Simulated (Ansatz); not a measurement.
The reference is BN in the zinc blende structure (space group F-43m, No. 216).

```yaml
crystal:
  lattice:
    - [0.00000, 1.80256, 1.80256]
    - [1.80256, 0.00000, 1.80256]
    - [1.80256, 1.80256, 0.00000]
  atoms:
    - { symbol: N, position: [0.75000, 0.75000, 0.75000] }
    - { symbol: B, position: [0.00000, 0.00000, 0.00000] }
```

Cartesian axes are those of the cell as printed.

All numbers come from PBEsol, PAW, 420 eV (Ansatz, a first-principles code; no spin-orbit coupling), earlier PAW set.

For the base:

```
Property                            Result
---------------------  -------------------
Valence-band top at Γ  0.00, 0.00, 0.00 eV
Band gap                           4.29 eV
Pressure                         -0.01 GPa
```

Modification: uniaxial strain ε_zz = −0.90 %, all other strain components held at zero; the atoms relax in the strained cell.

Q: How does this affect the valence-band top at Γ, band gap and pressure?

A: The valence-band top at Γ (three highest levels, from the VBM) goes from 0.00, 0.00, 0.00 eV to 0.00, -0.09, -0.09 eV; the band gap shrinks by 0.157 eV, from 4.29 eV to 4.14 eV; the pressure (mean of the normal stresses, compression positive) goes up by 3.54 GPa (-0.01 GPa → 3.53 GPa).

Whether these cells are dynamically stable was not tested.
